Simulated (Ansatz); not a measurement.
Here is the system:

```
CELL_PARAMETERS angstrom
      3.65976     0.00000     0.00000
      0.00000     3.65976     0.00000
      1.82988    -1.82988     5.14508
ATOMIC_POSITIONS crystal
  Ti 0.50000 0.50000 0.00000
  Ti 0.75000 0.75000 0.50000
  O  0.69963 0.30037 0.60073
  O  0.94963 0.55037 0.10073
  O  0.55037 0.94963 0.89927
  O  0.30037 0.69963 0.39927
```

No spin polarisation.

Method: PBE/PAW in Ansatz (an electronic-structure program), spin-orbit coupling left out. Settings: 12×12×12 k-points, 0.05 eV Fermi–Dirac smearing.

Q: Predict the band gap.

A: 2.48 eV.

Q: Predict the width of the top valence band.

A: 0.71 eV.

Q: Estimate the smallest direct gap.

A: 2.75 eV.

The cells carry an imposed strain or load. No phonon test of stability was made. All final runs are without spin polarisation. The cell was made from TiO2 in the anatase structure (space group I4_1/amd, No. 141) by this change: biaxial strain −3.66 %, plane normal [001], relaxed out of plane.
